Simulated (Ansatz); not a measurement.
Data:

End structure of a constructed model of the (0001) surface of hcp Zr, a layer of Ge in place of the second plane (bottom of the slab: a bare face, its two planes held):

```yaml
crystal:
  lattice:
    - [3.23249, 0.00000, 0.00000]
    - [-1.61625, 2.79942, 0.00000]
    - [0.00000, 0.00000, 28.50000]
  atoms:
    - { symbol: Zr, position: [0.66667, 0.33333, 0.28482] }
    - { symbol: Zr, position: [0.33333, 0.66667, 0.37553] }
    - { symbol: Zr, position: [0.66667, 0.33333, 0.46787] }
    - { symbol: Zr, position: [0.33333, 0.66667, 0.55826] }
    - { symbol: Ge, position: [0.66667, 0.33333, 0.63649] }
    - { symbol: Zr, position: [0.33333, 0.66667, 0.71251] }
```

Model: 6-atom slab, 12.3 Å thick at the start, 13x13x1 mesh, Fermi-Dirac 0.1 eV, dipole correction, 2 atoms held, the rest relaxed; symmetry of the start imposed; no spin, no spin-orbit, no U. It is one candidate, not shown to be the stable structure of the face.

Question: Estimate the work function of the top face that PBE run with Ansatz (an electronic-structure program) returns for this input.

Answer: 4.24 eV
